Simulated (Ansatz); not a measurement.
An Ansatz (a first-principles code) input for fcc Pt (0 0 1) on tetragonal BaTiO3 (0 0 1) (film strained to the substrate, faces as cut):

Ansatz 0.2 input:
```yaml
crystal:
  lattice:
    - [3.985718, 0.0, 0.012015631]
    - [0.0, 3.985718, -0.004221019]
    - [1.75208572, 0.632156792, 30.482594746]
  atoms:
    - { symbol: Ba, position: [1.023859236, 0.984869292, 0.049096845] }
    - { symbol: Ti, position: [0.485435911, 0.47556613, 0.118672218] }
    - { symbol: O, position: [0.504199412, 0.485962263, 0.059127397] }
    - { symbol: O, position: [0.459003648, 0.977992164, 0.123881011] }
    - { symbol: O, position: [0.959952013, 0.478236755, 0.123988013] }
    - { symbol: Ba, position: [0.938767809, 0.965622171, 0.18926048] }
    - { symbol: Ti, position: [0.413172776, 0.453180188, 0.256201317] }
    - { symbol: O, position: [0.427389298, 0.465147417, 0.195340829] }
    - { symbol: O, position: [0.389558851, 0.954929567, 0.261238154] }
    - { symbol: O, position: [0.887082031, 0.454347919, 0.261274458] }
    - { symbol: Ba, position: [0.874367271, 0.938483826, 0.326786115] }
    - { symbol: Ti, position: [0.351713893, 0.42032274, 0.393254193] }
    - { symbol: O, position: [0.362900845, 0.443586927, 0.331963497] }
    - { symbol: O, position: [0.325341389, 0.946100316, 0.39837747] }
    - { symbol: O, position: [0.822787371, 0.443685382, 0.398298925] }
    - { symbol: Ba, position: [0.813898432, 0.917966528, 0.465808347] }
    - { symbol: Ti, position: [0.295343043, 0.401219654, 0.528237574] }
    - { symbol: O, position: [0.298062197, 0.433180208, 0.467452576] }
    - { symbol: O, position: [0.26024759, 0.940618123, 0.532958721] }
    - { symbol: O, position: [0.754203916, 0.435541165, 0.532675794] }
    - { symbol: Pt, position: [0.877488379, 0.961965961, 0.691364991] }
    - { symbol: Pt, position: [0.378679061, 0.462403196, 0.691284579] }
    - { symbol: Pt, position: [0.404225388, 0.969231556, 0.628000326] }
    - { symbol: Pt, position: [0.907740856, 0.467113285, 0.627929268] }
    - { symbol: Pt, position: [0.813418925, 0.94738424, 0.821297287] }
    - { symbol: Pt, position: [0.313558649, 0.447595559, 0.821309542] }
    - { symbol: Pt, position: [0.348307641, 0.955491139, 0.756347298] }
    - { symbol: Pt, position: [0.848554541, 0.455400569, 0.756378207] }
    - { symbol: Pt, position: [0.73050945, 0.928695022, 0.94985521] }
    - { symbol: Pt, position: [0.235152611, 0.43107097, 0.949699895] }
    - { symbol: Pt, position: [0.271809062, 0.938851435, 0.886482965] }
    - { symbol: Pt, position: [0.773155743, 0.438194091, 0.886426926] }
basis:
  ecutwfc: 420
  ecutrho_ratio: 4
  xc_grid: 2
kpoints:
  mp_grid: { grid: [8, 8, 1] }
hamiltonian:
  xc: pbe
  dispersion: none
  pseudopotentials: { kind: paw }
scf:
  n_extra_bands: 48
  occupations: { method: fermi_dirac, width: 0.05 }
output:
  forces: true
  stress: true
  eigenstates:
    kpoints:
      - [0, 0, 0]
      - [0.5, 0, 0]
      - [0, 0.5, 0]
      - [0.5, 0.5, 0]
    e_range: [-3.5, 3.5]
    localisation: true
relax:
  f_tol: 0.04
  max_steps: 70
  cell: { fix: [a, b, gamma], stress_tol: 0.3 }
```

These are PBE (plane waves to 420 eV, PAW; Ansatz) values and carry that method's errors. Scalar-relativistic, without spin–orbit coupling; the runs are not spin-polarised. Its k-point mesh 8×8×1, Fermi–Dirac width 0.05 eV.

### Question
Write the closing report of this run, without the band table and long remarks, to eight decimals at most.

### Answer
```
SCF converged after 8 iterations
Free energy (F): -190911.493796 eV
Harris-Foulkes:  -190911.493796 eV  (|F-HF|=4.39e-9)
Internal energy: -190911.331471 eV  (E = F + TS)
E sigma→0 (E₀):  -190911.412634 eV
Entropy (-TS):   -0.162325 eV (-5.073 meV/atom)
Fermi energy:    14.895508 eV
--- Per-component energies (eV) ---
  E_band       = -3379.029347
  E_kinetic    = 11511.870719
  E_local      = -143552.818875  (includes V_loc(G=0)·N_el)
  E_nonlocal   = 3215.480398
  E_hartree    = 67974.796232
  E_xc         = -5097.151548
  E_vxc        = -5804.678672  (∫ρ·V_xc dr)
  E_paw        = -140426.380709  (= ΣΔE_a)
  E_vpaw       = -4698.513006  (= ΣTr[D̂ρ^β])
  E_aug_tail   = 0.031934  (compensation charges beyond the density's cutoff)
  E_ewald      = 15462.840379
  E_smearing   = -0.162325  (= −TS)
  E_closure    = 0.000000  (closes the sum)
  Σ components = -190911.493796   (vs F -190911.493796, Δ=0.00e0)
--- Forces (eV/Å), atoms counted from 1 ---
  atom   1  Ba    -0.00780624     0.00025035     0.01033937
  atom   2  Ti     0.00023761     0.00030942    -0.00809905
  atom   3  O      0.00681870     0.00041473     0.00486419
  atom   4  O     -0.00415132    -0.00492415     0.00734801
  atom   5  O      0.00440530     0.00532731     0.00517925
  atom   6  Ba     0.00143409     0.00115445     0.00526331
  atom   7  Ti    -0.00238266     0.00633484    -0.00329549
  atom   8  O     -0.00004052     0.00376597    -0.01260870
  atom   9  O      0.00299130    -0.00919849     0.00903957
  atom  10  O      0.00742403    -0.00013953     0.00996598
  atom  11  Ba    -0.00163531     0.00068320    -0.02327450
  atom  12  Ti     0.00705102    -0.00043362     0.01190692
  atom  13  O     -0.00056711    -0.00316868     0.02757003
  atom  14  O     -0.00224112     0.00568540    -0.01332718
  atom  15  O      0.00125372    -0.00174524    -0.01377375
  atom  16  Ba    -0.00371354    -0.00128443     0.00247645
  atom  17  Ti     0.01348177    -0.01875624     0.01231836
  atom  18  O     -0.00493852     0.00148120    -0.01867189
  atom  19  O     -0.00788149     0.00586895    -0.01541789
  atom  20  O     -0.00487950     0.00495593    -0.01378181
  atom  21  Pt     0.00053451    -0.00175682    -0.00421906
  atom  22  Pt    -0.00025979     0.00044521    -0.00446796
  atom  23  Pt    -0.00295817     0.00463714     0.02723929
  atom  24  Pt     0.00112043     0.00240176     0.01621568
  atom  25  Pt    -0.00112736     0.00068178    -0.00024678
  atom  26  Pt    -0.00214349     0.00015939    -0.00182759
  atom  27  Pt     0.00166100    -0.00046012     0.00340395
  atom  28  Pt     0.00144005    -0.00048783    -0.00061925
  atom  29  Pt    -0.00255760    -0.00214950    -0.01421322
  atom  30  Pt     0.00052066     0.00058297    -0.00493738
  atom  31  Pt     0.00207627    -0.00013407    -0.00100854
  atom  32  Pt    -0.00319083    -0.00048314     0.00068005
  max |Σ_I F_I| component: 2.41e-5 eV/Å
--- Stress (GPa, compression-positive) ---
       -1.845709      -0.037480       0.026552
       -0.037480      -1.838980      -0.020283
        0.026552      -0.020283      -0.016803
  P = ⅓ Tr σ = -1.2338 GPa (-12.338 kbar)
--- Relaxed structure (11 steps of the walk, 11 accepted, 1 SCFs on fresh bases) ---
  F+E_penalty+E_count = -190911.49379646 eV   max|allowed force component| = 2.757e-2 eV/Å   (the final SCF, on the basis selected at the relaxed cell)
  cell:  # Å, volume = 476.1392 Å³
    - [3.98571258, 8.88962407e-6, 0.01369518]
    - [0.00010885, 3.98553937, -0.03796949]
    - [1.76645631, 0.37353324, 29.97624656]
  atoms:
    - { symbol: Ba, position: [1.08302367, 0.94512752, 0.04611775] }
    - { symbol: Ti, position: [0.55042329, 0.44208468, 0.11617147] }
    - { symbol: O, position: [0.57009822, 0.45011307, 0.05673926] }
    - { symbol: O, position: [0.53483964, 0.95314070, 0.12319688] }
    - { symbol: O, position: [1.03386231, 0.45214301, 0.12321544] }
    - { symbol: Ba, position: [1.00950121, 0.94579547, 0.18875647] }
    - { symbol: Ti, position: [0.48217361, 0.43897844, 0.25786351] }
    - { symbol: O, position: [0.49967402, 0.45105269, 0.19774741] }
    - { symbol: O, position: [0.45969331, 0.96050355, 0.26542877] }
    - { symbol: O, position: [0.95740299, 0.45803932, 0.26541558] }
    - { symbol: Ba, position: [0.93684677, 0.94910791, 0.33057796] }
    - { symbol: Ti, position: [0.40895261, 0.44330568, 0.39932748] }
    - { symbol: O, position: [0.42733421, 0.45486902, 0.33916905] }
    - { symbol: O, position: [0.38874847, 0.96281454, 0.40693727] }
    - { symbol: O, position: [0.88653166, 0.46075181, 0.40693452] }
    - { symbol: Ba, position: [0.86386559, 0.95399000, 0.47183251] }
    - { symbol: Ti, position: [0.32981133, 0.45400186, 0.54148701] }
    - { symbol: O, position: [0.35834836, 0.45533224, 0.48070829] }
    - { symbol: O, position: [0.32942088, 0.95309801, 0.54537543] }
    - { symbol: O, position: [0.82900332, 0.45279303, 0.54538437] }
    - { symbol: Pt, position: [0.76374554, 0.95048389, 0.68306748] }
    - { symbol: Pt, position: [0.26375510, 0.45045013, 0.68305421] }
    - { symbol: Pt, position: [0.29563081, 0.95092046, 0.61558962] }
    - { symbol: Pt, position: [0.79540423, 0.45084025, 0.61567972] }
    - { symbol: Pt, position: [0.70187249, 0.94812022, 0.81427006] }
    - { symbol: Pt, position: [0.20189172, 0.44813157, 0.81440613] }
    - { symbol: Pt, position: [0.23267250, 0.94937826, 0.74885067] }
    - { symbol: Pt, position: [0.73272799, 0.44937914, 0.74880678] }
    - { symbol: Pt, position: [0.64044419, 0.94572652, 0.94435607] }
    - { symbol: Pt, position: [0.14034643, 0.44561041, 0.94431150] }
    - { symbol: Pt, position: [0.17093877, 0.94692896, 0.87957289] }
    - { symbol: Pt, position: [0.67090198, 0.44694339, 0.87991888] }
```

Cost: very roughly 2.1 core-hours.
